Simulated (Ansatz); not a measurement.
Base system: GaP in the zinc blende structure (space group F-43m, No. 216; a = 5.438 Å).

Structures relaxed with PBEsol (Ansatz, a program for electronic structure; PAW; 420 eV plane waves; no SOC).

Base:

Simulated powder pattern, Cu Kα, λ = 1.54184 Å (kinematic, ideal powder, no thermal factors, no anomalous dispersion; the 14 strongest lines at most, above 2 %, up to 2θ = 90°):

```
2θ (°)  I/Imax (%)    hkl
------  ----------  -----
28.43          100  (111)
32.94           14  (200)
47.27           61  (220)
56.09           42  (311)
58.82          3.8  (222)
69.08          9.4  (400)
76.32           16  (331)
78.68          4.4  (420)
87.97           20  (422)
```

Modification: every Ga is replaced by As, then cell and atoms are relaxed.

After the change:

Simulated powder pattern, Cu Kα, λ = 1.54184 Å (kinematic, ideal powder, no thermal factors, no anomalous dispersion; the 14 strongest lines at most, above 2 %, up to 2θ = 90°):

```tsv
2θ (°)	d (Å)	I/Imax (%)	hkl
26.81	3.326	100	(111)
31.05	2.880	16	(200)
44.49	2.036	61	(220)
52.71	1.737	44	(311)
55.24	1.663	4.3	(222)
64.74	1.440	9.8	(400)
71.38	1.321	18	(331)
73.53	1.288	5.4	(420)
81.94	1.176	20	(422)
88.13	1.109	14	(333)
```

The indices refer to each structure's own conventional cell; one index is shown for lines that coincide.

No phonon test of stability was made. As relaxed here, AsP is a hypothetical phase, not in the database extracts checked. All final runs are without spin polarisation.
